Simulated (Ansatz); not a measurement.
Reference: SiC (F-43m), PBEsol, rigid bands (plane waves, PAW, scalar-relativistic; Ansatz, an electronic-structure program); axes and stresses refer to this cell.

```xyz
2
Lattice="0.0000 2.1784 2.1784 2.1784 0.0000 2.1784 2.1784 2.1784 0.0000" Properties=species:S:1:pos:R:3 pbc="T T T"
Si     1.0892     1.0892     1.0892
C      0.0000     0.0000     0.0000
```

The Seebeck coefficient, n-type 1e19 cm⁻³ is -249 μV/K, the electron conductivity mass is 0.30 mₑ and the band gap comes out as 1.24 eV.

Task: Change: functional r2SCAN on the same cell. What happens to Seebeck coefficient, n-type 1e19 cm⁻³, electron conductivity mass, band gap?

Result: Seebeck coefficient, n-type 1e19 cm⁻³ moves little, to -248 μV/K; electron conductivity mass moves little, to 0.30 mₑ; band gap goes up to 1.71 eV.

Masses are for dilute carriers at 300 K, harmonic means over directions unless an axis is named. Seebeck coefficients are for the stated density at 300 K, with one relaxation time for all states and whether or not that doping can be reached. Spin-orbit coupling is left out unless a row names it.
